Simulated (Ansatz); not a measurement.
MgS under load (space group Fm-3m), Ansatz (a quantum-chemistry and plane-wave program) with r2SCAN with spin-orbit coupling, rigid bands. Condition of this run: hydrostatic pressure -2 GPa (the target of the relaxation). Band gap 3.38 eV, N_c = 1.68e19 cm⁻³ and N_v = 9.42e19 cm⁻³ at 300 K, conductivity masses of 0.364 mₑ (electrons) and 1.25 mₑ (holes). Take k_BT = 0.02585 eV.

**Question.** Find the intrinsic carrier density and the intrinsic Fermi level.

**Answer.** n_i = √(N_c N_v) exp(−E_g/2k_BT) = 3.98e19 × exp(−65.37) = 1.6e-9 cm⁻³. The level lies (k_BT/2) ln(N_v/N_c) = 22 meV from mid-gap (positive towards the conduction band). Each 0.1 eV added to the gap lowers n_i by a factor of 6.9.

**Question.** A film of it is 2 nm thick. Estimate the confinement energies in an infinite well.

**Answer.** ħ²π²/(2m t²) = 0.376 eV·nm²/(m/mₑ × t²) gives 258 meV for electrons and 75.2 meV for holes, so the gap would widen to about 3.71 eV. Finite barriers and nonparabolic bands lower this, and with several valleys or bands the heaviest mass along the normal sets the lowest level, not this average.

**Question.** What thermal injection velocity √(2k_BT/πm) limits a ballistic channel?

**Answer.** 8.92e6 cm/s for electrons and 4.81e6 cm/s for holes, a ratio of √(m_h/m_e) = 1.85, for dilute carriers.

Rigid bands with the computed gap; masses take one relaxation time for all states.
